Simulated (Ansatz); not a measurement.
The starting structures come from a database of crystals and need not be the phases stable at ambient conditions.

 Where the default PAW files enter, the runs use the earlier of Ansatz's two default sets.

The decay constant κ of evanescent states in the gap governs leakage through a thin film.

Given:

```xyz
2
Lattice="3.9715 0.0000 0.0000 -1.9858 3.4395 0.0000 1.9858 1.1465 3.2428" Properties=species:S:1:pos:R:3 pbc="T T T"
Cd     0.0000     0.0000     0.0000
S      0.0000     2.2930     1.6214
```

Space group of this cell: Fm-3m, rock salt. The cell is strained (all lengths scaled by 1.02); by r2SCAN its mean pressure is -5.9 GPa.

Transport runs along the normal of the first two printed cell vectors, the (111) plane of the conventional cell.

The gap is the functional's own, uncorrected, and κ follows it; spin-orbit coupling is left out. Mid-gap values are interpolated between the computed energies.

Question: State the band gap and the smallest decay constant κ at mid-gap according to r2SCAN run with Ansatz (a first-principles code).

Answer: Gap 0.71 eV on a 10×10×10 mesh; κ = 0.119 1/Å, at the zone centre.
